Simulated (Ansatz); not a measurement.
## La2O3, pressure series

The parent structure is La$_{2}$O$_{3}$ (space group P-3m1, No. 164).

```cif
data_La2O3
_chemical_formula_sum 'La2 O3'
_space_group_name_H-M_alt 'P-3m1'
_space_group_IT_number 164
_space_group_name_Hall '-P 3 2"'
_cell_length_a 3.93527
_cell_length_b 3.93527
_cell_length_c 6.12627
_cell_angle_alpha 90.000
_cell_angle_beta 90.000
_cell_angle_gamma 120.000
loop_
_atom_site_label
_atom_site_type_symbol
_atom_site_symmetry_multiplicity
_atom_site_Wyckoff_symbol
_atom_site_fract_x
_atom_site_fract_y
_atom_site_fract_z
_atom_site_occupancy
La1 La 2 d 0.33333 0.66667 0.24614 1
O1 O 1 a 0.00000 0.00000 0.00000 1
O2 O 2 d 0.66667 0.33333 0.35388 1
```

Cell and atoms are relaxed at each pressure.

Computed with r2SCAN in Ansatz (plane waves to 500 eV, PAW, spin-orbit coupling left out).

Notes on the quantities. enthalpy: H = E + PV relative to the base's energy.

| change | band gap | enthalpy | electron mass | density |
|---|---|---|---|---|
| base | 4.23 eV | – | 1.3 mₑ (at K) | 6.58 g/cm³ |
| pressure −2 GPa | 4.22 eV | -0.21 eV/atom | 1.3 mₑ (at K) | 6.47 g/cm³ |
| pressure −1 GPa | 4.22 eV | -0.10 eV/atom | 1.3 mₑ (at K) | 6.53 g/cm³ |
| pressure 0.9 GPa | 4.23 eV | +0.09 eV/atom | 1.3 mₑ (at K) | 6.64 g/cm³ |
| pressure 2.1 GPa | 4.23 eV | +0.21 eV/atom | 1.3 mₑ (at K) | 6.70 g/cm³ |
| pressure 4.5 GPa | 4.23 eV | +0.45 eV/atom | 1.3 mₑ (at K) | 6.83 g/cm³ |
| pressure 9 GPa | 4.21 eV | +0.89 eV/atom | 1.2 mₑ (at K) | 7.05 g/cm³ |
| pressure 15 GPa | 4.17 eV | +1.45 eV/atom | 1.1 mₑ (at K) | 7.33 g/cm³ |
| pressure 22.5 GPa | 4.11 eV | +2.13 eV/atom | 1.1 mₑ along c, 1.0 mₑ across (at K) | 7.64 g/cm³ |
| pressure 30 GPa | 4.08 eV | +2.78 eV/atom | 1.1 mₑ along c, 1.0 mₑ across (at K) | 7.91 g/cm³ |

Load acts through the strain it causes; cell and atoms are relaxed under it. Effective masses come from finite differences of ±0.01 Å⁻¹. Stability against distortions was not tested. No other phases were tried under pressure.

Ansatz is a program for electronic structure.
